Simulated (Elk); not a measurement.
Checking a run of Elk on MnSn (Fm-3m, 2 atoms in the cell). The aim is a self-consistent single point with DFT, PBEsol, all-electron FP-LAPW, Elk's shipped species files, default APW+lo basis.

Input:

```
tasks
  0

xctype
  22

spinpol
  .true.

reducebf
  0.8

rgkmax
  7.0

lmaxapw
  4

lmaxo
  3

rmtscf
  0.98

nempty
  12

stype
  0

swidth
  0.00183747

avec
    0.0000000000    5.1925894452    5.1925894452
    5.1925894452    0.0000000000    5.1925894452
    5.1925894452    5.1925894452    0.0000000000

sppath
  'species/'

atoms
  2   : nspecies
  'Mn.in'   : spfname
  1   : natoms; atposl, bfcmt below
  0.0000000000  0.0000000000  0.0000000000    0.0 0.0 -1.0
  'Sn.in'   : spfname
  1   : natoms; atposl, bfcmt below
  0.5000000000  0.5000000000  0.5000000000    0.0 0.0 0.0

ngridk
  6 6 6
```

Output, abridged:

```
│ Elk code version 10.2.4 │

All units are atomic (Hartree, Bohr, etc.)

│ Ground-state run starting from atomic densities │

Lattice vectors :
   0.000000000       5.192589445       5.192589445
   5.192589445       0.000000000       5.192589445
   5.192589445       5.192589445       0.000000000

   [... lines left out ...]
 potential will be trimmed for |G| > 2 gkmax
Constant for pseudocharge density :    8
Radial integration step length :    4

G-vector grid sizes :     30    30    30
Number of G-vectors :     8099

Maximum angular momentum used for
 APW functions                      :    4
 outer part of muffin-tin           :    3
 inner part of muffin-tin           :    1

Total nuclear charge    :   -75.00000000
Total core charge       :    40.00000000
Total valence charge    :    35.00000000
Total excess charge     :    0.000000000
Total electronic charge :    75.00000000

Effective Wigner radius, rₛ :   0.9623743232

Number of empty states         :   24
Total number of valence states :   84
Total number of core states    :   40

Total number of local-orbitals :   35

Exchange-correlation functional :     22     0     0
 PBEsol, Phys. Rev. Lett. 100, 136406 (2008)
 gradient requirement :    1
 generalised gradient approximation (GGA)

Smearing type :    0
 Gaussian
Smearing width :   0.1837470000E-02
Effective electronic temperature (K) :    580.2271348

Mixing type :    3
 Broyden mixing, J. Phys. A: Math. Gen. 17, L317 (1984)

Kohn-Sham potential initialised from atomic data
│ Self-consistent loop started │
│ Loop number : 1 │
 total energy                :     -7340.01455592
 total moment                :    2.756057366
│ Loop number : 2 │
 total energy                :     -7339.69628888
 total moment                :    2.762490131
RMS change in Kohn-Sham potential (target) :    2.292725472     (  0.1000000000E-05)
Absolute change in total energy (target)   :   0.3182670411     (  0.1000000000E-03)
│ Loop number : 3 │
 total energy                :     -7341.44008634
 total moment                :    2.754326342
   [... lines left out ...]
│ Loop number : 31 │
 total energy                :     -7333.94464643
 total moment                :    3.279920802
RMS change in Kohn-Sham potential (target) :   0.5629065034E-06 (  0.1000000000E-05)
Absolute change in total energy (target)   :   0.1604164045E-03 (  0.1000000000E-03)
│ Loop number : 32 │
 total energy                :     -7333.94466622
 total moment                :    3.279946199
RMS change in Kohn-Sham potential (target) :   0.7461890853E-06 (  0.1000000000E-05)
Absolute change in total energy (target)   :   0.2030931410E-04 (  0.1000000000E-03)
Convergence targets achieved

│ Loop number : 33 │

Energies :
 Fermi                       :     0.230852028508
 xc effective B-field        :    -0.207774329816
 external B-field            :      0.00000000000
 total energy                :     -7333.94464446
 (external B-field energy excluded from total)

Density of states at Fermi energy :    34.14595161
 (states/Hartree/unit cell)

Estimated indirect band gap :   0.2158977491E-02
 from k-point     13 to k-point     10
Estimated direct band gap   :   0.5030156511E-02
 at k-point     13

Charges :
 core                        :    40.00000000
 valence                     :    35.00000000
 interstitial                :    3.257400282
 muffin-tins (core leakage)
  species :    1 (Mn)
   [... lines left out ...]
 error                       :   0.7235385576E-02

Moments :
 interstitial                :   0.6181979336E-01
 muffin-tins
  species :    1 (Mn)
   atom    1                 :    3.364722097
  species :    2 (Sn)
   atom    1                 :  -0.1466545598
 total in muffin-tins        :    3.218067537
 total moment                :    3.279887330

│ Self-consistent loop stopped │
```

**Question.** Is anything amiss in this input, and did it matter?

**Answer.** The run is not sound. The fault is too low an angular cutoff in the spheres. The plane waves have to be matched at the sphere boundary up to an l near the radius times the largest wave number. To fix it, raise the angular cutoff. The run converged in 33 iterations without an error; against the sound input the total energy goes down by 135 meV/atom and the size of the net moment hardly changes (1.66 to 1.64 μB/atom).

The sound input it was made from differs as follows (other fixes are possible):
```diff
-
-lmaxapw
-  4
-
-lmaxo
-  3
```

With that input, the run converged in 39 iterations: total energy -199566.5314 eV; Fermi level (on the code's own zero) 6.53 eV; size of the cell's spin moment 3.33 μB; site moments (μB, in the program's spheres or projections) Mn 3.37, Sn -0.13 (DFT, PBEsol, all-electron FP-LAPW, Elk's shipped species files, default APW+lo basis).

On the sound input: the starting cell comes from a database of computed structures (which also holds hypothetical and non-ambient phases and stackings), without a prior relaxation at this level. With one magnetic atom in the cell only a parallel order is possible. Values depend on the basis (sphere radii, cutoffs, local orbitals), which need not be converged. The log's line on a gap gives a spacing of levels on this mesh, which the program prints for metals too.
